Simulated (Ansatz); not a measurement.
## How far PBE-D3(BJ) and r2SCAN+rVV10 part for TaO2, uniaxial stress, 1 GPa compression along z

The parent structure is TaO$_{2}$ in the CdI2 type structure (space group P-3m1, No. 164; a = 3.034 Å, c = 4.760 Å; a hypothetical phase, not in the database extracts checked; layered, stacked along the Cartesian z axis; relaxed with 0.1 eV smearing). Axes: x lies along a and z along c of the hexagonal cell.

(Cell as relaxed with PBE-D3(BJ).)

Levels (all Ansatz, a program for electronic structure, PAW): PBE-D3(BJ) (420 eV, without spin-orbit coupling); r2SCAN+rVV10 (500 eV, spin-orbit coupling left out).

Each level relaxes its own structure.

| base | PBE-D3(BJ) | r2SCAN+rVV10 |
|---|---|---|
| volume per atom | 12.65 Å³ | 12.39 Å³ |
| lattice parameter a | 3.034 Å | 3.046 Å |
| band gap | zero | zero |
| largest site moment | 0.00 μB | 0.18 μB |

Modification: uniaxial stress, 1 GPa compression along z, with the cell and atoms free to relax against it.

| quantity | PBE-D3(BJ) | r2SCAN+rVV10 |
|---|---|---|
| energy relative to the base (free energy F) | +0.8 meV/atom | +0.8 meV/atom |
| shortest interatomic distance | 2.077 Å | 2.066 Å |

PBE-D3(BJ)'s shortest interatomic distance lies 0.011 Å above r2SCAN+rVV10's (0.5 %); the two agree on the energy relative to the base. Neither level is exact; r2SCAN+rVV10 is the comparison here, not a measurement.

Other magnetic orders, which the real material may have, were not ruled out. Load acts through the strain it causes; cell and atoms are relaxed under it. Beyond what the load breaks, stability against distortions was not tested. No Hubbard U is applied, and correlation can decide whether such a compound is a metal. Spin-polarised in the final run: r2SCAN+rVV10 uniaxial stress, 1 GPa compression along z and r2SCAN+rVV10 base; the other runs are not. An odd electron count without spin: TaO2.
